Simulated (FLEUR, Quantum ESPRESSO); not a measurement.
A Quantum ESPRESSO input for a self-consistent single point of ScIn (P4/mmm, 2 atoms in the cell) (DFT, PBEsol, plane waves, PseudoDojo standard norm-conserving (PBESOL) pseudopotentials):

```fortran
&control
  calculation = 'scf'
  outdir = './tmp/'
  pseudo_dir = './'
  verbosity = 'high'
  tprnfor = .true.
  tstress = .true.
/
&system
  ibrav = 0
  nat = 2
  ntyp = 2
  ecutwfc = 80
  occupations = 'smearing'
  smearing = 'gaussian'
  degauss = 0.0147
  nspin = 2
  starting_magnetization(1) = 0.091
/
&electrons
  conv_thr = 1.0d-10
  mixing_beta = 0.2
/
ATOMIC_SPECIES
Sc    44.9559  Sc.upf
In   114.8180  In.upf
ATOMIC_POSITIONS alat
Sc    0.00000000    0.00000000    0.00000000
In    0.50000000    0.50000000    0.68541821
K_POINTS automatic
8 8 6  0 0 0
CELL_PARAMETERS angstrom
   3.24414200     0.00000000     0.00000000
   0.00000000     3.24414200     0.00000000
   0.00000000     0.00000000     4.44718800
```

### Question
Write the same calculation as an input for FLEUR.

### Answer
One input that does it (others would too):

Input of the input generator:

```
ScIn crystal
&input film=f /
6.1305398894 0.0000000000 0.0000000000
0.0000000000 6.1305398894 0.0000000000
0.0000000000 0.0000000000 8.4039673447
1.0
1.0 1.0 1.0

2
21 0.0000000000 0.0000000000 0.0000000000 : 1.00
49 0.5000000000 0.5000000000 0.5000000000 : 0.00

&comp jspins=2 /
&exco xctyp='PBEs' /
&kpt div1=8 div2=8 div3=6 gamma=t /
&end /
```

```xml
<?xml version="1.0" encoding="UTF-8" standalone="no"?>
<fleurInput fleurInputVersion="0.39">
   <comment>
      ScIn crystal                                                                                        
   </comment>
   <calculationSetup>
      <cutoffs Kmax="4.0" Gmax="20.0" GmaxXC="20.0" numbands="0"/>
      <scfLoop itmax="60" minDistance="0.00001" maxIterBroyd="40" imix="Anderson" alpha="0.05" precondParam="0.0" spinf="2.0"/>
      <coreElectrons ctail="T" frcor="F" kcrel="0" coretail_lmax="0"/>
      <xcFunctional name="PBEs" relativisticCorrections="F"/>
      <magnetism jspins="2"/>
      <soc l_soc="F" theta="0.0" phi="0.0" spav="F"/>
      <expertModes spex="0" secvar="F"/>
      <geometryOptimization l_f="T" forcealpha="1.0" forcemix="BFGS" epsdisp="0.00001" epsforce="0.00001"/>
      <ldaU l_linMix="F" mixParam="0.05" spinf="1.0"/>
   </calculationSetup>
   <cell>
      <bzIntegration valenceElectrons="32.0" mode="gauss" fermiSmearingEnergy="0.00734986">
         <kPointListSelection listName="default-1"/>
         <!-- k-points included here -->
         <xi:include xmlns:xi="http://www.w3.org/2001/XInclude" href="kpts.xml"> </xi:include>
      </bzIntegration>
      <!-- symmetry operations included here -->
      <xi:include xmlns:xi="http://www.w3.org/2001/XInclude" href="sym.xml"> </xi:include>
      <bulkLattice scale="1.0">
         <bravaisMatrix>
            <row-1>    6.1305398893999996     0.0000000000000000     0.0000000000000000</row-1>
            <row-2>    0.0000000000000000     6.1305398893999996     0.0000000000000000</row-2>
            <row-3>    0.0000000000000000     0.0000000000000000     8.4039673446999998</row-3>
         </bravaisMatrix>
      </bulkLattice>
   </cell>
   <atomSpecies>
      <species name="Scandium (1.000" element="Sc" atomicNumber="21">
         <mtSphere radius="2.66" gridPoints="879" logIncrement="0.014"/>
         <atomicCutoffs lmax="7" lnonsphr="5"/>
         <electronConfig flipSpins="F">
            <coreConfig>(1s1/2) (2s1/2) (2p1/2) (2p3/2)</coreConfig>
            <valenceConfig>(3s1/2) (3p1/2) (3p3/2) (4s1/2) (3d3/2) (3d5/2)</valenceConfig>
            <stateOccupation state="(3d3/2)" spinUp="0.4" spinDown="0.0"/>
            <stateOccupation state="(3d5/2)" spinUp="0.6" spinDown="0.0"/>
         </electronConfig>
         <energyParameters s="4" p="4" d="3" f="4"/>
         <lo type="SCLO" l="0" n="3" eDeriv="0"/>
         <lo type="SCLO" l="1" n="3" eDeriv="0"/>
         <lo type="SCLO" l="1" n="3" eDeriv="1"/>
         <lo type="SCLO" l="2" n="3" eDeriv="2"/>
         <lo type="SCLO" l="3" n="4" eDeriv="2"/>
      </species>
      <species name="Indium (In)" element="In" atomicNumber="49">
         <mtSphere radius="2.66" gridPoints="879" logIncrement="0.015"/>
         <atomicCutoffs lmax="7" lnonsphr="5"/>
         <electronConfig flipSpins="F">
            <coreConfig>(1s1/2) (2s1/2) (2p1/2) (2p3/2) (3s1/2) (3p1/2) (3p3/2) (3d3/2) (3d5/2)</coreConfig>
            <valenceConfig>(4s1/2) (4p1/2) (4p3/2) (5s1/2) (4d3/2) (4d5/2) (5p1/2) (5p3/2)</valenceConfig>
            <stateOccupation state="(5p1/2)" spinUp="0.1666666667" spinDown="0.1666666667"/>
            <stateOccupation state="(5p3/2)" spinUp="0.3333333333" spinDown="0.3333333333"/>
         </electronConfig>
         <energyParameters s="5" p="5" d="4" f="4"/>
         <lo type="SCLO" l="0" n="4" eDeriv="0"/>
         <lo type="SCLO" l="1" n="4" eDeriv="0"/>
         <lo type="SCLO" l="1" n="4" eDeriv="1"/>
         <lo type="SCLO" l="2" n="4" eDeriv="2"/>
         <lo type="SCLO" l="3" n="4" eDeriv="2"/>
      </species>
   </atomSpecies>
   <atomGroups>
      <atomGroup species="Scandium (1.000">
         <relPos label="                   1">.0000000000 .0000000000 .0000000000</relPos>
         <force calculate="T" relaxXYZ="TTT"/>
      </atomGroup>
      <atomGroup species="Indium (In)">
         <relPos label="                   2">1.000/2.000 1.000/2.000 1.000/2.000</relPos>
         <force calculate="T" relaxXYZ="TTT"/>
      </atomGroup>
   </atomGroups>
   <output dos="F" band="F" slice="F">
      <checks vchk="F" cdinf="F"/>
      <bandDOS minEnergy="-.5*Htr" maxEnergy="0.5*Htr" sigma="0.015" storeEVData="T"/>
      <vacuumDOS vacdos="F" integ="F" star="F" nstars="0" locx1="0.0" locy1="0.0" locx2="0.0" locy2="0.0" nstm="0" tworkf="0.0"/>
      <unfoldingBand unfoldBand="F" supercellX="1" supercellY="1" supercellZ="1"/>
      <plotting iplot="0" polar="F">
         <plot TwoD="T" vec1="  1.0  0.0  0.0" vec2="  0.0  1.0  0.0" vec3="  0.0  0.0  1.0" zero="  0.0  0.0  0.0" file="plot"/>
      </plotting>
      <chargeDensitySlicing numkpt="0" minEigenval="0.0" maxEigenval="0.0" nnne="0" pallst="F"/>
      <specialOutput eonly="F"/>
      <magneticCircularDichroism mcd="F" energyLo="-10.0" energyUp="0.0"/>
   </output>
  <!-- We include the file relax.xml here to enable relaxations (see documentation) -->
  <xi:include xmlns:xi="http://www.w3.org/2001/XInclude" href="relax.xml"> <xi:fallback/> </xi:include>
</fleurInput>
```

Basis settings and potentials, where a program has them, do not carry over. This input uses DFT, PBEsol, all-electron FLAPW (FLEUR), scalar-relativistic valence. Both were run: size of the net moment 0.14 μB/atom in Quantum ESPRESSO and 0.13 in FLEUR.

On FLEUR: the starting cell comes from a database of computed structures (which also holds hypothetical and non-ambient phases and stackings), without a prior relaxation at this level. Its lattice was rescaled by a random factor within 2.5 % of one. The moments shrank to a small part of their start, a low-spin state that need not be the lowest. Values depend on the basis (sphere radii, cutoffs, local orbitals), which need not be converged.

On Quantum ESPRESSO: the starting cell comes from a database of computed structures (which also holds hypothetical and non-ambient phases and stackings), without a prior relaxation at this level. Its lattice was rescaled by a random factor within 2.5 % of one. The moments shrank to a small part of their start, a low-spin state that need not be the lowest. With a pressure of about -5 GPa the cell is away from its equilibrium volume at this level.
